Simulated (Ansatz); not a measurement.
BaTiNOF (model structure, Pmmm, No. 47, 5 atoms in the cell): band gap by level of theory

No measured value is used here.

### Question
Put these levels in order of the band gap that they give for BaTiNOF (model structure, Pmmm, No. 47, 5 atoms in the cell), smallest first: PBE0 (Ansatz, a first-principles code), PBEsol+SOC (Ansatz), r²SCAN+SOC (Ansatz).

### Answer
PBEsol+SOC (0.10 eV), r²SCAN+SOC (0.39 eV), PBE0 (1.85 eV)

Computed values are for a static lattice. Spin–orbit coupling is included only where a level's name says +SOC; with heavier elements it mostly lowers gaps and can invert bands.  Values are at the PBEsol cell. Cutoffs and k meshes differ between the levels. Ansatz's density-functional and Hartree–Fock values are scalar-relativistic unless marked +SOC, with PAW data made under PBE.

A model structure was made by putting elements into a prototype or built by hand; it is no filed structure, need not be a known phase, and can be a saddle point held by its symmetry.
